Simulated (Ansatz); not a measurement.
The parent structure is Al2Cu (space group I4/mcm, No. 140; a = 6.0062 Å, c = 4.7905 Å). Axes: x, y, z lie along a, b, c of the conventional cell.

Structures relaxed with Ansatz (a quantum-chemistry and plane-wave program), r2SCAN, PAW, cutoff 500 eV, no spin-orbit coupling, earlier PAW set.

Base:

Simulated powder pattern, Cu Kα1, λ = 1.54056 Å (kinematic, ideal powder, no thermal factors, no anomalous dispersion; the 8 strongest lines at most, above 2 %, up to 2θ = 90°):

| 2θ (°) | I/Imax (%) | hkl |
|---|---|---|
| 20.90 | 100 | (110) |
| 29.72 | 33 | (200) |
| 38.39 | 50 | (211) |
| 42.54 | 34 | (220) |
| 43.33 | 75 | (112) |
| 47.85 | 74 | (310) |
| 48.58 | 62 | (202) |
| 78.40 | 24 | (332) |

After one change:

Simulated powder pattern, Cu Kα1, λ = 1.54056 Å (kinematic, ideal powder, no thermal factors, no anomalous dispersion; the 8 strongest lines at most, above 2 %, up to 2θ = 90°):

```
2θ (°)  I/Imax (%)
------  ----------
20.88          100
38.42           25
42.49           34
43.34           75
47.68           38
47.92           37
48.52           31
48.64           30
```

Question: Name the change that was made.
A. isotropic strain +5.89 %
B. uniaxial stress, 0.5 GPa tension along x
C. biaxial strain −1.52 %, plane normal [001], relaxed out of plane
D. uniaxial strain ε_zz = −2.70 %

Answer: B, uniaxial stress, 0.5 GPa tension along x. Its volume per atom is 14.42 Å³ against 14.40 Å³, and its space group is Ibam (No. 72).

A biaxial case was relaxed in a doubled cell and then solved in the primitive one. Beyond what the load breaks, stability against distortions was not tested. All final runs are without spin polarisation.
